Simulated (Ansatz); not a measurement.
Cells marked so need not be the phases stable at ambient conditions, and some may be hypothetical.

No gap correction and no spin-orbit coupling; mid-gap values are interpolated between computed energies.

A. AuCl (I4_1/amd, not sure to be the ambient phase, 8 atoms a cell, 24.8 Å³ an atom), along the normal of (001)
B. Cs₂NaAlF₆ (R-3m, not sure to be the ambient phase, 20 atoms a cell, 17.3 Å³ an atom, -3 GPa at this level), along the normal of (001)
C. BaHfO3 (P4mm, not sure to be the ambient phase, 5 atoms a cell, 14.5 Å³ an atom), along the normal of (001)

Question: Put the candidates in order of mid-gap decay constant of the slowest evanescent state, highest first, for r2SCAN (Ansatz, a first-principles code).

Answer: B (0.51 1/Å), C (0.30 1/Å), A (0.14 1/Å)
